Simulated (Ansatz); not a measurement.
Take MgSe in the rock salt structure (space group Fm-3m, No. 225; a = 5.4496 Å) as the base. Axes: x, y, z lie along the cube axes.

Computed with PBEsol (Ansatz, a quantum-chemistry and plane-wave program; PAW; 420 eV plane waves; no spin-orbit coupling).

For the base:

- Band gap = 1.78 eV

It is then changed as follows: the cell is stretched by 0.50 % along z with no lateral relaxation; the atoms relax in the strained cell.

### Question
Predict the new stress.

### Answer
The stress (xx, yy, zz, yz, xz, xy; compression positive) is (-0.16, -0.16, -0.61, 0.00, 0.00, 0.00) GPa.

### Question
What happens to the band gap?

### Answer
The band gap drops by 0.032 eV, from 1.78 eV to 1.74 eV.

Whether these cells are dynamically stable was not tested.
